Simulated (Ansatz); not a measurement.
NaHF2 under a change: pressure 3 GPa

Take NaHF2 (space group R-3m, No. 166; a = 3.4268 Å, c = 13.7144 Å (hexagonal axes)) as the base.

The change: cell and atoms relaxed at a pressure of 3 GPa.

All numbers come from r2SCAN, PAW, 500 eV (Ansatz, a first-principles code; scalar-relativistic without spin-orbit coupling), earlier PAW set. Γ-centred 11×11×11 mesh, Fermi–Dirac width 0.05 eV.

The volume per atom drops by 0.82 Å³, from 11.62 Å³ to 10.80 Å³ and the density increases by 0.17 g/cm³, from 2.21 g/cm³ to 2.38 g/cm³. The lattice parameter a falls by 0.122 Å to 3.305 Å and the c/a ratio increases by 0.145 to 4.147. The enthalpy H = E + PV relative to the base's energy comes out as +0.21 eV/atom and the band gap goes up by 0.27 eV (7.82 eV → 8.09 eV). The gap character remains indirect, T → Γ and the smallest direct gap increases by 0.32 eV, from 7.89 eV to 8.21 eV. The mean gap deformation potential ΔEg/Δln V comes out as -3.7 eV and the width of the top valence band grows by 0.076 eV (0.29 eV → 0.36 eV). The electron mass changes from 0.62 mₑ (at Γ) to 0.61 mₑ (at Γ).

Load acts through the strain it causes; cell and atoms are relaxed under it. Masses are band curvatures over ±0.01 Å⁻¹ around the edge. No phonon test of stability was made.
